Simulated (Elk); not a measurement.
Band structure of FeCl₄ (Cmmm, 5 atoms in the cell).

```
FeCl4
1.0
    3.83695    -4.60143     0.00000
    3.83695     4.60143     0.00000
    0.00000     0.00000     3.49635
Fe Cl
1 4
Direct
  0.50000   0.50000   0.50000
  0.73274   0.26726   0.50000
  0.26726   0.73274   0.50000
  0.28356   0.28356   0.00000
  0.71644   0.71644   0.00000
```
Moments meant for the start (each program seeds them in its own way; μB, in the order of the atoms Fe Cl Cl Cl Cl): 4.0 0.0 0.0 0.0 0.0.

Level of theory: PBEsol, all-electron FP-LAPW, Elk's shipped species files, default APW+lo basis in Elk.

Settings: xctype = 22; spinpol = true; rgkmax = 7; stype = 3; swidth = 0.00183747 Ha; ngridk = 3 3 5; reducebf = 0.7; rmtscf = 0.82; nempty = 10 per atom; bfcmt = [[0.0, 0.0, -4.0], [0.0, 0.0, 0.0], [0.0, 0.0, 0.0], [0.0, 0.0, 0.0], [0.0, 0.0, 0.0]].

The starting cell comes from a database of computed structures (which also holds hypothetical and non-ambient phases and stackings), without a prior relaxation at this level. With one magnetic atom in the cell only a parallel order is possible. Values depend on the basis (sphere radii, cutoffs, local orbitals), which need not be converged.

Levels in eV from the Fermi level, bands 17 to 24 of the first spin channel:
| point | 17 | 18 | 19 | 20 | 21 | 22 | 23 | 24 |
|---|---|---|---|---|---|---|---|---|
| Γ | -0.62 | -0.52 | -0.27 | -0.19 | -0.12 | 0.45 | 0.93 | 1.68 |
| X | -1.63 | -1.50 | -0.60 | -0.33 | -0.23 | 0.87 | 0.90 | 1.55 |
| S | -1.61 | -0.58 | -0.40 | -0.27 | -0.23 | 0.62 | 0.90 | 1.68 |
| R | -1.82 | -1.11 | -0.87 | -0.59 | 0.19 | 0.43 | 0.66 | 1.65 |
| A | -1.27 | -1.24 | -0.94 | -0.29 | 0.20 | 0.31 | 0.80 | 1.71 |
| Z | -1.96 | -1.53 | -0.95 | -0.68 | 0.19 | 0.56 | 0.61 | 1.54 |
| Y | -1.63 | -1.56 | -0.64 | -0.34 | -0.23 | 0.89 | 0.90 | 1.49 |
| X1 | -1.63 | -1.50 | -0.60 | -0.33 | -0.23 | 0.87 | 0.90 | 1.55 |
| A1 | -1.27 | -1.24 | -0.94 | -0.29 | 0.20 | 0.31 | 0.80 | 1.71 |
| T | -1.25 | -1.21 | -0.94 | -0.26 | 0.20 | 0.28 | 0.82 | 1.73 |

Bands cross the Fermi level along this path, so the cell is metallic at this level.

The net moment of the cell came out as 3.59 μB.
